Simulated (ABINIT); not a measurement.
# Short convergence ladders for Li (Im-3m, 1 atom in the cell)

```xyz
1
Lattice="-1.7502 1.7502 1.7502 1.7502 -1.7502 1.7502 1.7502 1.7502 -1.7502" Properties=species:S:1:pos:R:3 pbc="T T T"
Li     0.0000     0.0000     0.0000
```

Base method: PBEsol, norm-conserving pseudopotentials (PseudoDojo nc-sr-04 PBEsol standard) (plane waves; ABINIT 10.0.3).

Base settings: pseudos = [Li.upf]; ecut = 37 Ha; ixc = -116133; occopt = 7; tsmear = 0.1 eV; ngkpt = 11 11 11; nshiftk = 1; shiftk = 0 0 0; potentials = PseudoDojo nc-sr-04 PBEsol standard; nband = 7.

**The width of Fermi-Dirac smearing**

In this ladder: occopt = 3; ngkpt = 18 18 18.

Narrow widths need finer meshes than wide ones, so the last steps can hold mesh noise.

Only quantities that move along the ladder and can be compared are tabulated; pressure and forces are left out, as mesh noise rules them at narrow widths.

```csv
tsmear,free energy less the last step's (meV/atom)
1 eV,-651.48
0.5 eV,-184.19
0.3 eV,-68.41
0.2 eV,-29.67
0.1 eV,-5.88
0.05 eV,0.00
```

Widest tsmear that holds the free energy within 5 meV/atom: not settled: the last two steps still differ by 5.9 meV/atom, over half the tolerance, so the ladder does not show it.

**The width of Gaussian smearing**

In this ladder: ngkpt = 18 18 18.

Narrow widths need finer meshes than wide ones, so the last steps can hold mesh noise.

Only quantities that move along the ladder and can be compared are tabulated; pressure and forces are left out, as mesh noise rules them at narrow widths.

| tsmear | free energy less the last step's (meV/atom) |
|---|---|
| 1 eV | -117.91 |
| 0.5 eV | -29.93 |
| 0.3 eV | -10.50 |
| 0.2 eV | -4.57 |
| 0.1 eV | -0.99 |
| 0.05 eV | 0.00 |

Widest tsmear that holds the free energy within 5 meV/atom of the last step, with all finer ones: 0.2 eV; the step before is off by 11 meV/atom.

**The width of Methfessel-Paxton smearing**

In this ladder: occopt = 6; ngkpt = 18 18 18.

Narrow widths need finer meshes than wide ones, so the last steps can hold mesh noise.

Only quantities that move along the ladder and can be compared are tabulated; pressure and forces are left out, as mesh noise rules them at narrow widths.

| tsmear | free energy less the last step's (meV/atom) |
|---|---|
| 1 eV | -4.58 |
| 0.5 eV | 0.17 |
| 0.3 eV | -0.02 |
| 0.2 eV | -0.23 |
| 0.1 eV | -0.06 |
| 0.05 eV | 0.00 |

Widest tsmear that holds the free energy within 0.5 meV/atom of the last step, with all finer ones: 0.5 eV; the step before is off by 4.6 meV/atom.

On the base run: the starting cell has typed, rounded lattice constants, without a prior relaxation at this level. Its lattice was rescaled by up to half a per cent.

Left out of this page: 6 runs of the series outside the window shown, repeating another row's setting, or not comparable.
